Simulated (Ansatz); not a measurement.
CsCl-type CoGa

All values below come from r²SCAN0 (plane waves, PAW; Ansatz, a quantum-chemistry and plane-wave program).

Numerical settings: plane-wave cutoff 520 eV, 10×10×10 k mesh, Fermi–Dirac smearing 0.05 eV, no spin polarisation, scalar-relativistic PAW data made under PBE.

Cell (relaxed at this level):

```cif
data_CoGa
_chemical_formula_sum 'Ga1 Co1'
_space_group_name_H-M_alt 'Pm-3m'
_space_group_IT_number 221
_space_group_name_Hall '-P 4 2 3'
_cell_length_a 2.82152
_cell_length_b 2.82152
_cell_length_c 2.82152
_cell_angle_alpha 90.000
_cell_angle_beta 90.000
_cell_angle_gamma 90.000
loop_
_atom_site_label
_atom_site_type_symbol
_atom_site_symmetry_multiplicity
_atom_site_Wyckoff_symbol
_atom_site_fract_x
_atom_site_fract_y
_atom_site_fract_z
_atom_site_occupancy
Ga1 Ga 1 b 0.50000 0.50000 0.50000 1
Co1 Co 1 a 0.00000 0.00000 0.00000 1
```

| Item | Result |
|---|---|
| bulk modulus | 228 GPa |

Note: the run has no spin polarisation, so it can have missed a magnetic state.

The computed numbers hold no vibrational or temperature effects.
